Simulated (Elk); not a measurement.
Input and output of a self-consistent single point for InH (P6_3mc, 4 atoms in the cell) (Elk).

Method: Elk with PBEsol, all-electron FP-LAPW, Elk's shipped species files, APW+lo basis with extra local orbitals.

The change in words: lattice scaled by 0.98. Reference geometry:
```yaml
crystal:
  lattice:
    - [3.43086, 0.00000, 0.00000]
    - [-1.71543, 2.97121, 0.00000]
    - [0.00000, 0.00000, 6.74451]
  atoms:
    - { symbol: In, position: [0.33333, 0.66667, 0.34358] }
    - { symbol: In, position: [0.66667, 0.33333, 0.84358] }
    - { symbol: H, position: [0.33333, 0.66667, 0.03142] }
    - { symbol: H, position: [0.66667, 0.33333, 0.53142] }
```

Reference input (self-consistent single point, DFT, PBEsol, all-electron FP-LAPW, Elk's shipped species files, APW+lo basis with extra local orbitals): xctype = 22; rgkmax = 8; stype = 0; swidth = 0.00499791 Ha; ngridk = 8 8 4; tforce = true; gmaxvr = 18 1/bohr; lmaxapw = 10; lmaxo = 8; nxlo = 2; lorbcnd = true; lradstp = 2. This run's input differs from it in these lines:

```diff
@@ -46,8 +46,8 @@
 scale
-  6.483385863
+  6.353718596
 
 avec
-    1.0000000000   -0.0000000032    0.0000000000
-   -0.4999999972    0.8660254054    0.0000000000
-    0.0000000000    0.0000000000    1.9658365266
+    1.0000000000   -0.0000000803    0.0000000000
+   -0.4999999305    0.8660254439    0.0000000000
+    0.0000000000    0.0000000000    1.9658364466
```

The program printed (abridged):

```
│ Self-consistent loop started │
│ Loop number : 1 │
 total energy                :     -11763.0926271
│ Loop number : 2 │
 total energy                :     -11763.2125716
RMS change in Kohn-Sham potential (target) :    146.2601581     (  0.1000000000E-05)
Absolute change in total energy (target)   :   0.1199444801     (  0.1000000000E-03)
│ Loop number : 3 │
 total energy                :     -11763.7241203
RMS change in Kohn-Sham potential (target) :    98.56930168     (  0.1000000000E-05)
Absolute change in total energy (target)   :   0.5415347983     (  0.1000000000E-03)
│ Loop number : 4 │
   [... lines left out ...]
Absolute change in total energy (target)   :   0.3286659194E-06 (  0.1000000000E-03)
│ Loop number : 17 │
 total energy                :     -11762.3113452
RMS change in Kohn-Sham potential (target) :   0.1288880332E-05 (  0.1000000000E-05)
Absolute change in total energy (target)   :   0.2260003384E-06 (  0.1000000000E-03)
│ Loop number : 18 │
 total energy                :     -11762.3113451
RMS change in Kohn-Sham potential (target) :   0.8854735808E-06 (  0.1000000000E-05)
Absolute change in total energy (target)   :   0.1487496775E-06 (  0.1000000000E-03)
Convergence targets achieved

│ Loop number : 19 │

Energies :
 Fermi                       :     0.203287807600
 total energy                :     -11762.3113453

Density of states at Fermi energy :    73.27742656
 (states/Hartree/unit cell)

Estimated indirect band gap :   0.8111329446E-03
 from k-point     30 to k-point     14
Estimated direct band gap   :   0.2935230910E-01
 at k-point     17

Charges :
 core                        :    60.00000000
 valence                     :    40.00000000
 interstitial                :    4.914560406
 muffin-tins (core leakage)
  species :    1 (In)
   atom    1                 :    46.92838498     (  0.3614873253E-03)
   atom    2                 :    46.92838498     (  0.3614873253E-03)
  species :    2 (H)
   atom    1                 :   0.6143348192     (   0.000000000    )
   [... lines left out ...]
   total force               :     0.00000000    0.00000000    0.00025641
   total magnitude           :     0.00025641
  atom :    2
   Hellmann-Feynman          :     0.00000000    0.00000000    0.00048942
   IBS                       :    -0.00000000   -0.00000000   -0.00023301
   total force               :    -0.00000000   -0.00000000    0.00025641
   total magnitude           :     0.00025641
```

The run converged in 19 iterations. The count includes the last loop, which Elk runs after its targets are met. Against the reference run the total energy goes down by 10.2 meV/atom.

The starting cell comes from a database of computed structures (which also holds hypothetical and non-ambient phases and stackings), without a prior relaxation at this level. For this run, on top of that: lattice scaled by 0.98. Values depend on the basis (sphere radii, cutoffs, local orbitals), which need not be converged. The log's line on a gap gives a spacing of levels on this mesh, which the program prints for metals too.

Cost on one core of a shared machine: roughly 7 min.
